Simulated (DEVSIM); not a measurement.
Structure: illuminated Si p-on-n cell, one wavelength, at 300 K.

Layer 1 from the left is Si, thickness (μm) 0.160, Na (cm⁻³) 2.3e18, τn (s) 1.4e-5, τp (s) 0.00011, absorption coefficient (cm⁻¹) 190. Layer 2 from the left is Si, thickness (μm) 100, Nd (cm⁻³) 2.9e16, τn (s) 0.00041, τp (s) 0.00041, absorption coefficient (cm⁻¹) 190.

Left contact: ohmic, minority electron recombination velocity 4e6 cm/s. Right contact: ohmic, minority hole recombination velocity 20000 cm/s. Voltage is applied to the left contact. Recombination: SRH at mid-gap, radiative, Auger. Light enters at the left, 6.5e17 photons cm⁻² s⁻¹, one pass, no reflection. Mobility is constant in doping.

This is a model device: material constants are rounded textbook-type values typed into the input, and sizes, dopings and lifetimes were drawn at random. Values at 300 K.

Si: gap (eV) 1.124, affinity (eV) 4.05, permittivity 11.7, Nc (cm⁻³) 2.86e19, Nv (cm⁻³) 3.1e19, μn (cm²/Vs) 1417, μp (cm²/Vs) 470, B (cm³/s) 4.7e-15, Cn (cm⁶/s) 2.8e-31, Cp (cm⁶/s) 9.9e-32.

Simulated with DEVSIM: 1D drift-diffusion, Boltzmann statistics, complete ionisation; no tunnelling, impact ionisation, image-force lowering or self-heating.

Dark forward current:

```tsv
|V| (V)	|J| (A/cm²)
0.05	8.063e-11
0.10	6.129e-10
0.15	4.232e-9
0.20	2.910e-8
0.25	2.006e-7
0.30	1.385e-6
0.35	9.574e-6
0.40	6.619e-5
0.45	0.0004576
0.50	0.003164
0.55	0.02185
0.60	0.1500
0.65	0.9916
0.70	5.448
0.75	19.64
0.80	47.69
0.85	91.49
0.90	152.6
0.95	232.3
1.00	331.7
1.05	451.6
1.10	592.5
1.15	755.0
1.20	939.3
1.25	1146
1.30	1375
```

Work out the local ideality factor n = ΔV / (kT/q · ln(J2/J1)) between the rows 0.15 and 0.20 V, 0.45 and 0.50 V, 1.25 and 1.30 V.

kT/q = 25.85 mV. From 0.15 to 0.20 V: ln(2.910e-8/4.232e-9) = 1.928, n = 1.00, near the 1 of diffusion or emission over a barrier. From 0.45 to 0.50 V: ln(0.003164/0.0004576) = 1.934, n = 1.00, near the 1 of diffusion or emission over a barrier. From 1.25 to 1.30 V: ln(1375/1146) = 0.182, n = 10.62.

What current could the absorbed light give at most, and what share is collected?

Σ αd = 1.90, so qΦ(1 − exp(−Σ αd)) = 88.6 mA/cm². The simulated short-circuit current is 59.38 mA/cm², a share of 0.67.

Estimate the open-circuit voltage by superposition: the voltage at which the dark current equals that short-circuit current.

Interpolating ln J in the table gives 0.576 V. The simulation gives 0.576 V, the same within the digits that matter. Superposition holds where collection doesn't change with voltage.

Estimate the fill factor from FF0 = (v − ln(v + 0.72))/(v + 1), v = qVoc/(nkT), with n from the dark curve.

The rows about Voc, 0.55 and 0.60 V, give n = 1.00, so v = 22.2 and FF0 = 0.822. The simulation gives 0.822, the same within the digits that matter.
